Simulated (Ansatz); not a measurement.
Ansatz (a program for electronic structure) run on Ba (Im-3m, 1 atom in the cell): self-consistent single point.

Computed with PBE, PAW files (plane waves; Ansatz).

```
CELL_PARAMETERS angstrom
     -2.54765     2.54765     2.54765
      2.54765    -2.54765     2.54765
      2.54765     2.54765    -2.54765
ATOMIC_POSITIONS crystal
  Ba 0.00000 0.00000 0.00000
```

Reference input (self-consistent single point, DFT, PBE, plane waves, PAW files): basis.ecutwfc = 420 eV; kpoints.mp_grid.grid = 6 6 6; hamiltonian.xc = pbe; hamiltonian.pseudopotentials = {kind: paw} (an earlier, softer set of the program's PAW files); scf.occupations.method = gaussian; scf.occupations.width = 0.1 eV. This run's input differs from it in these lines:

Ansatz 0.2 input:
```diff
@@ -10,3 +10,3 @@
 kpoints:
-  mp_grid: { grid: [6, 6, 6] }
+  mp_grid: { grid: [18, 18, 18] }
 hamiltonian:
```

Output, abridged:

```
SCF iter   1: F=—  HF=-5949.692873 eV  |F-HF|=—  |Δ(HF+E_count)|=         —  Δρ=4.57e-3  dr2=9.83e-3  ethr=3.10e-3  ⟨swp⟩=7.3  Hψ=16265  notcnv=0
all-band conjugate gradients solve this SCF's bands
preconditioner: auto → Kerker (q_TF=auto, 1.991 Å⁻¹)
SCF iter   2: F=—  HF=-5949.696728 eV  |F-HF|=—  |Δ(HF+E_count)|=   3.85e-3  Δρ=2.80e-3  dr2=4.23e-3  ethr=9.83e-5  ⟨swp⟩=1.0  Hψ=3315  notcnv=0
SCF iter   3: F=—  HF=-5949.700094 eV  |F-HF|=—  |Δ(HF+E_count)|=   3.37e-3  Δρ=4.63e-4  dr2=1.82e-4  ethr=4.23e-5  ⟨swp⟩=2.9  Hψ=2557  notcnv=0
SCF iter   4: F=—  HF=-5949.700212 eV  |F-HF|=—  |Δ(HF+E_count)|=   1.18e-4  Δρ=7.26e-5  dr2=5.50e-6  ethr=1.82e-6  ⟨swp⟩=2.9  Hψ=2752  notcnv=0
SCF iter   5: F=—  HF=-5949.700210 eV  |F-HF|=—  |Δ(HF+E_count)|=   1.85e-6  Δρ=3.16e-5  dr2=9.84e-7  ethr=5.50e-8  ⟨swp⟩=2.6  Hψ=2800  notcnv=0
SCF iter   6: F=-5949.700210 eV  HF=-5949.700210 eV  |F-HF|=3.00e-9  |Δ(HF+E_count)|=   6.95e-8  Δρ=8.98e-6  dr2=8.44e-8  ethr=1.00e-9  ⟨swp⟩=4.1  Hψ=9524  notcnv=0
SCF 1 converged in 6 iterations: F = -5949.700210 eV  dr2 = 8.44e-8
Free energy (F): -5949.700210 eV
Internal energy: -5949.694096 eV  (E = F + TS)
E sigma→0 (E₀):  -5949.697153 eV
Entropy (-TS):   -0.006114 eV (-6.114 meV/atom)
Fermi energy:    5.482794 eV
--- Forces (eV/Å), atoms counted from 1 ---
  atom   1  Ba     0.00000000    -0.00000000     0.00000000
--- Stress (GPa, compression-positive) ---
       -0.365609       0.000000       0.000000
        0.000000      -0.365609      -0.000000
       -0.000000      -0.000000      -0.365609
  P = ⅓ Tr σ = -0.3656 GPa (-3.656 kbar)
  The stress holds the Pulay correction. Without it, at fixed plane waves, as pw.x and ABINIT print it: P = -0.3698 GPa
```

The run converged in 6 iterations. Against the reference run the free energy drops by 5.6 meV/atom and the pressure moves little (-0.27 to -0.37 GPa).

The starting cell has typed, rounded lattice constants, without a prior relaxation at this level. Its lattice was rescaled by a random factor within 2.5 % of one. Ansatz's pressure includes its estimate of the finite-basis (Pulay) stress.
